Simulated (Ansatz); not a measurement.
Response to strain in Li

The parent structure is Li in the bcc (W type) structure (space group Im-3m, No. 229; relaxed with 0.1 eV smearing).

```yaml
crystal:
  lattice:
    - [-1.71759, 1.71759, 1.71759]
    - [1.71759, -1.71759, 1.71759]
    - [1.71759, 1.71759, -1.71759]
  atoms:
    - { symbol: Li, position: [0.00000, 0.00000, 0.00000] }
```

Strains are applied to the cell and any free atomic positions relax.

Calculations: PBE (Ansatz, an electronic-structure program), scalar-relativistic without spin-orbit coupling.

Candidates:
(a) isotropic strain −3.00 %
(b) isotropic strain −1.50 %
(c) isotropic strain −2.50 %

Notes on the quantities. energy relative to the base: free energy F.

Task: Order them by energy relative to the base, lowest first.

Result: (b) isotropic strain −1.50 % (+1.9 meV/atom), (c) isotropic strain −2.50 % (+5.3 meV/atom), (a) isotropic strain −3.00 % (+7.7 meV/atom)

Stability against distortions was not tested.
